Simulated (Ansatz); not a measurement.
Input:

```yaml
crystal:
  lattice:
    - [0.00000, 3.38071, 3.05360]
    - [3.38071, 0.00000, 3.05360]
    - [3.38071, 3.38071, 0.00000]
  atoms:
    - { symbol: Cd, position: [0.00000, 0.00000, 0.00000] }
    - { symbol: Te, position: [0.25000, 0.25000, 0.25000] }
```

The numbers are results of r2SCAN with spin-orbit coupling, rigid bands (plane waves, PAW; Ansatz, a first-principles code), not measurements. Condition of this run: biaxial stress in (001) of -1.5 GPa (compression positive) (the target of the relaxation). How the cell was made: cell and atoms relaxed with PBEsol, then loaded as said.

Task: Predict the hole conductivity mass (n e² τ/σ) at 300 K, by direction if it differs.

Result: 0.54 (x), 0.54 (y), 0.20 (z) mₑ.

Task: Predict the electron conductivity mass (n e² τ/σ) at 300 K, by direction if it differs.

Result: 0.094 (x), 0.094 (y), 0.091 (z) mₑ.

Task: And the band gap?

Result: 0.80 eV at this level; semilocal functionals usually fall short of the measured gap.

Rigid bands, one relaxation time for all states, no polarons. Geometry: cell and atoms relaxed with PBEsol.
